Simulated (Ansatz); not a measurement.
## A computed series for Ag: response to strain

Consider Ag in the fcc (Cu type) structure (space group Fm-3m, No. 225; relaxed with 0.1 eV smearing).

```
Ag
1.0
    0.00000     2.00044     2.00044
    2.00044     0.00000     2.00044
    2.00044     2.00044     0.00000
Ag
1
Direct
  0.00000   0.00000   0.00000
```

Cartesian axes are those of the cell as printed.

Strains are applied to the cell and any free atomic positions relax; under biaxial strain the out-of-plane vector relaxes too.

Level of theory: LDA/PAW in Ansatz (a first-principles code), no SOC.

Notes on the quantities. energy relative to the base: free energy F.

```tsv
biaxial strain, plane normal [111], relaxed out of plane (%)	energy relative to the base (meV/atom)
-2.5	16.6
-2.08	11.2
-1.67	7.1
-1.25	3.9
-0.83	?
-0.42	0.4
0	0.0
```

**Question.** Fit ΔE = Aε² + Bε³ (ε in %) to the rows shown and predict the withheld row.

**Answer.** Least squares on the printed values gives A = 2.31 and B = -0.14 meV/atom (largest residual 0.0 meV/atom); this predicts 1.7 meV/atom, and the run gives 1.7 meV/atom, in agreement.

Stability against distortions was not tested.
